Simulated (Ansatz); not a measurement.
**What uniaxial strain ε_zz = −1.50 % does to Al**

The reference is Al in the fcc (Cu type) structure (space group Fm-3m, No. 225; a = 4.0155 Å; relaxed with 0.1 eV smearing). Axes: x, y, z lie along the cube axes.

Modification: uniaxial strain ε_zz = −1.50 %, all other strain components held at zero; the atoms relax in the strained cell.

Method: DFT with PBEsol, PAW potentials and a 420 eV plane-wave cutoff in Ansatz (an electronic-structure program), no SOC. Γ-centred 28×28×28 mesh, Fermi–Dirac width 0.1 eV.

The volume per atom shrinks by 0.243 Å³ to 15.94 Å³ and the space group becomes I4/mmm (No. 139) (base: Fm-3m (No. 225)). The shortest interatomic distance shrinks by 0.021 Å (2.839 Å → 2.818 Å) and the energy goes up by 1.3 meV/atom. The pressure (mean of the normal stresses, compression positive) goes from zero to 1.3 GPa and the band gap stays zero. The stress (xx, yy, zz, yz, xz, xy; compression positive) is (1.0, 1.0, 1.8, 0.0, 0.0, 0.0) GPa.

Final structure:

```
Al
1.0
    0.00000     2.00773     1.97761
    2.00773     0.00000     1.97761
    2.00773     2.00773     0.00000
Al
1
Cartesian
  0.00000   0.00000   0.00000
```

No phonon test of stability was made.
